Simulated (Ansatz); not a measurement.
Si (diamond structure), cut as (110) film, 4 layers, ended by OH

Cell contents Si8O4H4 (16 atoms). Vacuum separates the object from its periodic images.

Method: PBE (plane waves to 420 eV, PAW; Ansatz, an electronic-structure program).

k-points: Γ-centred 5×7×1 mesh; occupations: Fermi-Dirac, 0.020 eV; spin polarisation not allowed. Spin-orbit coupling is left out.

 The in-plane lattice is held at the bulk value.

- electronic character = not metallic
- Kohn-Sham band gap = 1.16 eV
- character of the gap on the mesh and a band path of the cell's zone = indirect (the cell's symmetry is low, so an edge off the path may lie nearer)
- k-point of the valence-band top (reciprocal lattice units) = (0.000, 0.000, 0.000)
- k-point of the conduction-band bottom (reciprocal lattice units) = (0.030, 0.000, 0.000)
- depth of the highest filled level under the vacuum level = 5.46 eV
- depth of the lowest empty level under the vacuum level = 4.30 eV
- weight of the highest filled level on the outer atoms and the ending = 0.35
- weight of the lowest empty level on the outer atoms and the ending = 0.36
- hole mass of the top band at the zone centre = 0.52 mₑ along the first reciprocal vector, 0.12 mₑ along the second reciprocal vector
- change of bonding against the cut = none
- number of neighbours within 2.846 Å (ending not counted) = 3 for 4 atoms, 4 for 4 atoms
- mean Si-Si distance (least to greatest) = 2.382 Å (2.363 to 2.391)
- cost of relaxation and final run = roughly 0.1 core-hours
